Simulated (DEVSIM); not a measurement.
System: TaN/AlN/p-GaSb capacitor, at 300 K.

```
layer (left to right)  material  thickness (nm)  Na (cm⁻³)
---------------------  --------  --------------  ---------
1                           AlN            24.0          -
2                          GaSb           18000     1.1e15
```

Metal gate on the left, work function 4.4 eV. Fixed charge at the semiconductor interface -1.9e10 cm⁻² (in units of +e); no interface traps.

This is a model device: material constants are rounded textbook-type values typed into the input, and sizes, dopings and lifetimes were drawn at random. Values at 300 K; Nc and Nv go as T^1.5, mobilities as T to minus their exponent, the gap by Varshni's rule with the affinity fixed.

| parameter | AlN | GaSb |
|---|---|---|
| gap (eV) | 6.1 | 0.726 |
| affinity (eV) | 1.9 | 4.06 |
| permittivity | 8.5 | 15.7 |
| Nc (cm⁻³) | - | 2.1e17 |
| Nv (cm⁻³) | - | 1.8e19 |
| Varshni α (eV/K) | - | 0.00042 |
| Varshni β (K) | - | 140 |

Simulated with DEVSIM: 1D Poisson equation in equilibrium, Boltzmann statistics, complete ionisation; no quantum confinement or tunnelling. Metal contacts follow the ideal Schottky-Mott rule: no Fermi-level pinning, no interface dipoles.

Base results: flat-band voltage (V) -0.13; minimum of the low-frequency capacitance (μF/cm²) 0.0225; threshold voltage (band bending 2φF) (V) 0.26.

Question: What follows from this one change: substrate doping 1.1e+15 → 5.5e+14 cm^-3?

Answer: flat-band voltage -0.13 → -0.11 V; minimum of the low-frequency capacitance 0.0225 → 0.0172 μF/cm²; threshold voltage (band bending 2φF) 0.26 → 0.22 V.

Question: What follows from this one change: fixed charge -1.9e+10 → -4.69e+11 cm^-2?

Answer: flat-band voltage -0.13 → 0.10 V; minimum of the low-frequency capacitance little changed (0.0222 μF/cm²); threshold voltage (band bending 2φF) 0.26 → 0.48 V.
